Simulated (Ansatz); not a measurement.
**A computed series for SnTe: pressure series**

Base system: SnTe in the rock salt structure (space group Fm-3m, No. 225; a = 6.3697 Å).

Cell and atoms are relaxed at each pressure.

Level of theory: r2SCAN (Ansatz, a first-principles code), without spin-orbit coupling.

Q: Only one of these has no band gap. Which?
A) pressure 30 GPa
B) pressure −2 GPa
C) pressure 0.9 GPa

A: A, pressure 30 GPa. Computed: pressure −2 GPa: 0.28 eV; pressure 30 GPa: zero; pressure 0.9 GPa: 0.07 eV

With Te present, leaving out spin-orbit coupling can change the band edges. Load acts through the strain it causes; cell and atoms are relaxed under it. Stability against distortions was not tested. No other phases were tried under pressure. The final runs are not spin-polarised. A zero or small gap of SnTe can be the functional's error rather than a property of the material.
